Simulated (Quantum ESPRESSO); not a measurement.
Input and output of a self-consistent single point for ScV₂Ga₄ (I4/mmm, 7 atoms in the cell) (Quantum ESPRESSO).

Computed with LDA (PW92), PseudoDojo standard norm-conserving (LDA) pseudopotentials (plane waves; Quantum ESPRESSO).

The change in words: lattice scaled by 0.98. Reference geometry:
```
CELL_PARAMETERS angstrom
     -3.22716     3.22716     2.57442
      3.22716    -3.22716     2.57442
      3.22716     3.22716    -2.57442
ATOMIC_POSITIONS crystal
  Sc 0.00000 0.00000 0.00000
  V  0.75000 0.25000 0.50000
  V  0.25000 0.75000 0.50000
  Ga 0.30087 0.30087 0.60174
  Ga 0.69913 0.69913 0.39826
  Ga 0.30087 0.69913 0.00000
  Ga 0.69913 0.30087 0.00000
```

Reference input (self-consistent single point, DFT, LDA (PW92), plane waves, PseudoDojo standard norm-conserving (LDA) pseudopotentials): ecutwfc = 85 Ry; occupations = smearing; smearing = gaussian; degauss = 0.0036749 Ry; potentials = {Sc: Sc.upf, V: V.upf, Ga: Ga.upf}; K_POINTS = automatic 5 5 5 0 0 0; conv_thr = 1e-11 Ry; mixing_beta = 0.5. This run's input differs from it in these lines:

```diff
@@ -36,5 +36,5 @@
 CELL_PARAMETERS {angstrom}
-  -3.2271650000     3.2271650000     2.5744150000
-   3.2271650000    -3.2271650000     2.5744150000
-   3.2271650000     3.2271650000    -2.5744150000
+  -3.1626220000     3.1626220000     2.5229270000
+   3.1626220000    -3.1626220000     2.5229270000
+   3.1626220000     3.1626220000    -2.5229270000
```

Output (repeated stretches shortened):

```
     Self-consistent Calculation

     iteration #  1     ecut=    85.00 Ry     beta= 0.50

     Threshold (ethr) on eigenvalues was too large:
     Diagonalizing with lowered threshold

     total energy              =   -1002.49778371 Ry
     estimated scf accuracy    <       0.86747882 Ry

     iteration #  2     ecut=    85.00 Ry     beta= 0.50

     total energy              =   -1001.68751114 Ry
     estimated scf accuracy    <      14.80021357 Ry

     iteration #  3     ecut=    85.00 Ry     beta= 0.50

     total energy              =   -1002.91882806 Ry
     estimated scf accuracy    <       0.20626513 Ry

   [... 11 blocks of this kind left out ...]

     iteration # 15     ecut=    85.00 Ry     beta= 0.50

     total energy              =   -1002.93722969 Ry
     estimated scf accuracy    <          1.0E-11 Ry

     iteration # 16     ecut=    85.00 Ry     beta= 0.50
     End of self-consistent calculation

     the Fermi energy is    14.9848 ev

!    total energy              =   -1002.93722969 Ry
     estimated scf accuracy    <          8.6E-14 Ry
     smearing contrib. (-TS)   =      -0.00056260 Ry
     internal energy E=F+TS    =   -1002.93666709 Ry

     convergence has been achieved in  16 iterations

     Forces acting on atoms (cartesian axes, Ry/au):

     atom    1 type  1   force =    -0.00000000   -0.00000000    0.00000000
     atom    2 type  2   force =     0.00000000   -0.00000000   -0.00000000
     atom    3 type  2   force =    -0.00000000    0.00000000   -0.00000000
     atom    4 type  3   force =    -0.00108868   -0.00108868    0.00000000
     atom    5 type  3   force =     0.00108868    0.00108868   -0.00000000
   [... lines left out ...]

     Total force =     0.003079     Total SCF correction =     0.000000

          total   stress  (Ry/bohr**3)                   (kbar)     P=       13.06
   0.00007523   0.00000000  -0.00000000           11.07        0.00       -0.00
   0.00000000   0.00007523  -0.00000000            0.00       11.07       -0.00
  -0.00000000  -0.00000000   0.00011577           -0.00       -0.00       17.03

   JOB DONE.
```

The run converged in 16 iterations. Against the reference run the free energy drops by 16.2 meV/atom, the pressure goes from -6.64 to 1.31 GPa and the largest force goes from 0.089 to 0.040 eV/Å. The full log also holds: “c_bands:  2 eigenvalues not converged”.

The starting cell comes from a database of computed structures (which also holds hypothetical and non-ambient phases and stackings), without a prior relaxation at this level. For this run, on top of that: lattice scaled by 0.98. Spin polarisation is off.

Cost on one core of a shared machine: roughly 2 min.
